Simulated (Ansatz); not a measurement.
For Be (model structure, started from the diamond type, Fd-3m, No. 227, 2 atoms in the cell), PBEsol (PAW; Ansatz, an electronic-structure program) gives:

* **lattice parameter a**: 4.875 Å
* **bulk modulus B0**: 45.5 GPa
* **cohesive energy**: 2.29 eV/atom

### Question
What does r²SCAN (PAW; Ansatz) give for the same quantities?

### Answer

- lattice constant a: 4.930 Å (grows by 1.1 %)
- bulk modulus: 43.3 GPa (shrinks by 4.8 %)
- cohesive energy: 2.08 eV/atom (shrinks by 0.21 eV/atom)

Changes are worked out from the printed values.

Unless a cell is named, each level is at its own relaxed cell (PBEsol 14.48, r²SCAN 14.98 Å³/atom).

Caveats: the bulk modulus is −V dP/dV from two relaxed cells at ±2 % in volume (PBEsol, r²SCAN). Ansatz's density-functional and Hartree–Fock values are scalar-relativistic unless marked +SOC, with PAW data made under PBE.

A model structure was made by putting elements into a prototype or built by hand; it is no filed structure, need not be a known phase, and can be a saddle point held by its symmetry.
